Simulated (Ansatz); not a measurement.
LaBeNO (model structure, started from the LaZnOP type, P4/nmm, No. 129, 8 atoms in the cell) was calculated with PBE in Ansatz (PAW).

Settings: plane-wave cutoff 520 eV, 10×10×4 k mesh (along the axes of the cell as run), Fermi–Dirac smearing 0.01 eV, scalar-relativistic PAW data made under PBE.

Cell (relaxed at this level):

```
CELL_PARAMETERS angstrom
      3.60383     0.00000     0.00000
      0.00000     3.60383     0.00000
      0.00000     0.00000     7.86051
ATOMIC_POSITIONS crystal
  La 0.00000 0.50000 0.82067
  La 0.50000 0.00000 0.17933
  Be 0.00000 0.00000 0.50000
  Be 0.50000 0.50000 0.50000
  N  0.50000 0.00000 0.58423
  N  0.00000 0.50000 0.41577
  O  0.50000 0.50000 0.00000
  O  0.00000 0.00000 0.00000
```

### Question
Give the computed band gap and bulk modulus B0.

### Answer

- band gap = 2.05 eV (on the SCF k mesh)
- bulk modulus B0 = 109 GPa

Note: the bulk modulus is −V dP/dV from two relaxed cells at ±2 % in volume; the relaxation could raise the start's symmetry but not lower it, so the cell can be a saddle point.

Spin–orbit coupling is not included.

Computing time: roughly 110 core-seconds.

A model structure was made by putting elements into a prototype or built by hand; it is no filed structure, need not be a known phase, and can be a saddle point held by its symmetry.

Ansatz is a first-principles code.
